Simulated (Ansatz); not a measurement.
Consider the following.

```
ZrO2
1.0
    0.00000     2.54467     2.54467
    2.54467     0.00000     2.54467
    2.54467     2.54467     0.00000
Zr O
1 2
Direct
  0.00000   0.00000   0.00000
  0.25000   0.25000   0.25000
  0.75000   0.75000   0.75000
```

No spin polarisation.

0.0989 electrons added to each cell, a density of 3.0×10^21 cm⁻³, with a uniform compensating background at fixed cell and a 300 K Fermi–Dirac width.

Method: r2SCAN (Ansatz, a quantum-chemistry and plane-wave program), no spin-orbit coupling. k-mesh 20×20×20 (Γ-centred); smearing 0.0259 eV (Fermi–Dirac).

Task: What gap between the host's bands does the calculation give?

Result: 3.94 eV.

Task: Predict the Fermi level relative to the doped band's edge (positive inside the band; to 0.05 eV).

Result: +0.35 eV.

Task: What gap character does the calculation give?

Result: Indirect, X → Γ.

Carriers are added with a uniform compensating background; total energy and stress of such cells depend on the potential's zero and are not compared; many-body gap narrowing is missing at this level. Whether these cells are dynamically stable was not tested. The cell was made from ZrO2 in the fluorite structure (space group Fm-3m, No. 225) by this change: electrons 3.0×10^21 cm⁻³. This is not the structure that ZrO2 has at room temperature and ambient pressure.
